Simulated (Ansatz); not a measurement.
Sn: shear stress against shear

Sn (diamond, Fd-3m, 34.969 Å³/atom and stress up to 0.01 GPa in the relaxed cell, cube axes along x, y and z) under an engineering shear γ in the xy plane. PBEsol in Ansatz, a plane-wave DFT program (PAW, default set), 420 eV, 15×15×15 Γ-centred mesh, Fermi-Dirac smearing 0.10 eV; ions are relaxed, or left where forces stay under 0.02 eV/Å, within the symmetry of each cell. Stress is positive for a compressed cell.

Here s stands for strain and y for shear stress.

| strain (%) | shear stress (GPa) |
|---|---|
| 0.00 | 0.00 |
| 0.58 | -0.16 |
| 1.14 | -0.31 |
| 1.72 | -0.47 |
| 4.00 | ? |

Problem. Using a straight line, estimate the missing y at s = 4.00 from the other rows, showing the fit.

Solution. Means: s 0.86000, y -0.235. About the means, the sum of products is -0.44620 and the sum of squares of s is 1.6360; the slope is their ratio. Least squares gives y = 0.000 - 0.2727·s. Residuals (row less fit): 0.000, -0.002, 0.001, -0.001; standard error 0.002 (degrees of freedom: 2). The slope gives the elastic constant C44 = 27.3 ± 0.1 GPa (± standard error of the fit, which holds the terms cut off). At the withheld row, y = 0.000 - 0.2727 × 4.00 = -1.091 GPa. The calculation gives -1.08 GPa, 0.011 GPa above the prediction (1.0 % of the range of y in the table). The row lies outside the fitted rows, so this is an extrapolation. The scatter of the fitted rows lies at the last printed digit.

This level leaves no gap over 0.05 eV at strain 0.00, 0.58, 1.14, 1.72, 4.00 %. Sn is here grey tin, stable below 13 °C. Rows are the converged runs of the series near zero and its far end, less any whose ions stayed unrelaxed beside relaxed ones; series whose fitted rows scatter by over a few per cent of the range, as at a crossing or softening among them, aren't shown in this form. Most that stay on the fit to the last digits aren't either.
